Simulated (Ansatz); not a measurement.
Worked example: self-consistent single point of LaAl₂ (R3m, 6 atoms in the cell) in Ansatz (an electronic-structure program).

Method: PBEsol, default PAW files made with PBE (plane waves; Ansatz).

The change in words: lattice scaled by 0.98; basis.ecutrho_ratio: default → 6. Reference geometry:
```
CELL_PARAMETERS angstrom
      0.00000     4.04414     4.04414
      4.04414     0.00000     4.04414
      4.04414     4.04414     0.00000
ATOMIC_POSITIONS crystal
  La 0.00357 0.00357 0.00357
  La 0.25000 0.25000 0.25000
  Al 0.62500 0.62500 0.62500
  Al 0.12500 0.62500 0.62500
  Al 0.62500 0.62500 0.12500
  Al 0.62500 0.12500 0.62500
```

Reference input (self-consistent single point, DFT, PBEsol, plane waves, default PAW files made with PBE): basis.ecutwfc = 420 eV; kpoints.mp_grid.grid = 6 6 6; hamiltonian.xc = pbesol; hamiltonian.pseudopotentials = {kind: paw} (the program's default PAW files); scf.occupations.method = fermi_dirac; scf.occupations.width = 0.1 eV. This run's input differs from it in these lines:

Ansatz 0.2 input:
```diff
@@ -2,5 +2,5 @@
   lattice:
-    - [0.000000, 4.044143, 4.044143]
-    - [4.044143, 0.000000, 4.044143]
-    - [4.044143, 4.044143, 0.000000]
+    - [0.000000, 3.963260, 3.963260]
+    - [3.963260, 0.000000, 3.963260]
+    - [3.963260, 3.963260, 0.000000]
   atoms:
@@ -14,2 +14,3 @@
   ecutwfc: 420.0 eV
+  ecutrho_ratio: 6
 kpoints:
```

The program printed (abridged):

```
SCF iter   1: F=—  HF=-14423.733170 eV  |F-HF|=—  |Δ(HF+E_count)|=         —  Δρ=2.40e-3  dr2=6.69e-3  ethr=1.77e-3  ⟨swp⟩=6.4  Hψ=4035  notcnv=0
all-band conjugate gradients solve this SCF's bands
preconditioner: auto → Kerker (q_TF=auto, 2.198 Å⁻¹)
SCF iter   2: F=—  HF=-14423.731279 eV  |F-HF|=—  |Δ(HF+E_count)|=   1.89e-3  Δρ=1.40e-3  dr2=2.00e-3  ethr=1.97e-5  ⟨swp⟩=2.0  Hψ=1436  notcnv=0
SCF iter   3: F=—  HF=-14423.731218 eV  |F-HF|=—  |Δ(HF+E_count)|=   6.16e-5  Δρ=2.69e-4  dr2=1.90e-4  ethr=5.89e-6  ⟨swp⟩=2.4  Hψ=1218  notcnv=0
SCF iter   4: F=—  HF=-14423.731195 eV  |F-HF|=—  |Δ(HF+E_count)|=   2.27e-5  Δρ=9.70e-5  dr2=2.75e-5  ethr=5.59e-7  ⟨swp⟩=2.2  Hψ=895  notcnv=0
SCF iter   5: F=—  HF=-14423.731186 eV  |F-HF|=—  |Δ(HF+E_count)|=   9.40e-6  Δρ=1.40e-5  dr2=2.99e-7  ethr=8.08e-8  ⟨swp⟩=2.1  Hψ=1200  notcnv=0
SCF iter   6: F=-14423.731186 eV  HF=-14423.731186 eV  |F-HF|=1.28e-9  |Δ(HF+E_count)|=   8.35e-8  Δρ=2.28e-6  dr2=5.81e-9  ethr=2.94e-10  ⟨swp⟩=7.7  Hψ=3475  notcnv=0
SCF 1 converged in 6 iterations: F = -14423.731186 eV  dr2 = 5.81e-9
Free energy (F): -14423.731186 eV
Internal energy: -14423.615153 eV  (E = F + TS)
E sigma→0 (E₀):  -14423.673170 eV
Entropy (-TS):   -0.116032 eV (-19.339 meV/atom)
Fermi energy:    10.751114 eV
--- Forces (eV/Å), atoms counted from 1 ---
  atom   1  La    -0.14957737    -0.14957737    -0.14957737
  atom   2  La     0.01290636     0.01290636     0.01290636
  atom   3  Al     0.01353673     0.01353673     0.01353673
  atom   4  Al     0.05468238     0.03422550     0.03422550
  atom   5  Al     0.03422550     0.03422550     0.05468238
  atom   6  Al     0.03422550     0.05468238     0.03422550
--- Stress (GPa, compression-positive) ---
        3.967291      -0.127627      -0.127627
       -0.127627       3.967291      -0.127627
       -0.127627      -0.127627       3.967291
  P = ⅓ Tr σ = 3.9673 GPa (39.673 kbar)
  The stress holds the Pulay correction. Without it, at fixed plane waves, as pw.x and ABINIT print it: P = 3.9324 GPa
```

The run converged in 6 iterations. Against the reference run the free energy goes up by 12.4 meV/atom, the pressure goes from -0.68 to 3.97 GPa and the largest force goes from 0.225 to 0.259 eV/Å.

The starting cell comes from a database of computed structures (which also holds hypothetical and non-ambient phases and stackings), without a prior relaxation at this level. Its lattice was rescaled by up to half a per cent. One atom was moved a little off its site on purpose. For this run, on top of that: lattice scaled by 0.98. Ansatz's pressure includes its estimate of the finite-basis (Pulay) stress.
